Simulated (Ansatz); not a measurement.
Base system: C in the diamond structure (space group Fd-3m, No. 227; a = 3.5716 Å).

Calculations: PBE (Ansatz, a quantum-chemistry and plane-wave program, PAW, scalar-relativistic without spin-orbit coupling), earlier PAW set.

Carriers are added at fixed cell with a uniform background; the Fermi–Dirac width is that of 300 K.

One change was made to it. Results:

```csv
quantity,base,after
gap character,"indirect, Γ → a point along ⟨100⟩, about 1.3 Å⁻¹ from Γ","indirect, Γ → a point along ⟨100⟩, about 1.3 Å⁻¹ from Γ"
gap between the host's bands,4.13 eV,4.14 eV
Fermi level relative to the doped band's edge (positive inside the band; to 0.05 eV),–,+0.35 eV
```

**Question.** What was done to the base?
(A) holes 1.5×10^21 cm⁻³
(B) electrons 7.0×10^21 cm⁻³
(C) electrons 2.0×10^22 cm⁻³
(D) holes 7.0×10^21 cm⁻³

**Answer.** A, holes 1.5×10^21 cm⁻³. For comparison, the Fermi level from band edge in the other runs: holes 7.0×10^21 cm⁻³ gives +0.90 eV; electrons 2.0×10^22 cm⁻³ gives +1.25 eV; electrons 7.0×10^21 cm⁻³ gives +0.70 eV.

Charged cell with a jellium background: band edges are those of the host's band count, energies are not comparable with the neutral cell, and many-body gap narrowing is missing. Stability against distortions was not tested.
